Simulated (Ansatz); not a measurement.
# TiO2: response to strain

Start from TiO$_{2}$ in the anatase structure (space group I4_1/amd, No. 141).

```xyz
6
Lattice="-1.8697 1.8697 4.7275 1.8697 -1.8697 4.7275 1.8697 1.8697 -4.7275" Properties=species:S:1:pos:R:3 pbc="T T T"
Ti     0.0000     1.8697     2.3638
Ti     0.0000     0.0000     0.0000
O      0.0000     1.8697     0.3973
O      0.0000     0.0000     7.4886
O      0.0000     0.0000     1.9665
O      0.0000     1.8697     4.3303
```

Strains are applied to the cell and any free atomic positions relax.

Computed with LDA (Ansatz, a quantum-chemistry and plane-wave program), scalar-relativistic without spin-orbit coupling.

Notes on the quantities. pressure: mean of the normal stresses, compression positive.

```csv
isotropic strain (%),pressure (GPa)
0,0.0
0.6,-3.7
1.2,?
1.8,-10.3
2.4,-13.1
3,-15.7
```

**Question.** Fit P = P₀ − Bδ + Cδ² with δ = (1 + ε)³ − 1 to the rows shown and predict the withheld row.

**Answer.** Least squares on the printed values gives P₀ = 0.0 GPa, B = 213 GPa (at held cell shape), C = 470 GPa (largest residual 0.0 GPa); this predicts -7.1 GPa, and the run gives -7.1 GPa, in agreement.

No phonon test of stability was made. All final runs are without spin polarisation.
